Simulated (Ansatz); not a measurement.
The starting structures come from a database of crystals and need not be the phases stable at ambient conditions.

 Where the default PAW files enter, the runs use the earlier of Ansatz's two default sets.

By PBEsol, the system below comes out a metal.

The ballistic (Sharvin) conductance counts the channels at the Fermi level: G/A = (e²/h) × channels of both spins per area.

Consider the following.

```
CELL_PARAMETERS angstrom
      2.75607     0.00000     0.00000
     -0.91869     2.59845     0.00000
      0.91869     1.29923     2.25032
ATOMIC_POSITIONS crystal
  Al 0.00000 0.00000 0.00000
```

Space group of this cell: Im-3m, bcc (W type). The cell is taken as given; by PBEsol its mean pressure is 2.1 GPa.

The current flows along the normal of the first two printed cell vectors, the (110) plane of the conventional cell. No spin-orbit coupling; the value is a mean over 0.1 eV about the Fermi level.

Task: Give the ballistic conductance per area that PBEsol (Ansatz, an electronic-structure program) yields.

Result: 1.7 × 10¹⁵ S/m² for both spins.
